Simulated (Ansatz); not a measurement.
Ag2O3 (Fdd2, No. 43)

Method: LDA (plane waves, PAW; Ansatz, a quantum-chemistry and plane-wave program).

Settings: plane-wave cutoff 500 eV, 12×12×12 k mesh, gaussian smearing 0.02 eV, no spin polarisation, scalar-relativistic PAW data made under PBE.

Cell: relaxed at this level.

For Ag2O3 (Fdd2, No. 43), the volume per atom comes out as 11.81 Å³/atom and the band gap comes out as 0.50 eV (on the SCF k mesh).

Spin–orbit coupling is not included.

It cost about 40 core-minutes (a rough figure) of CPU time.
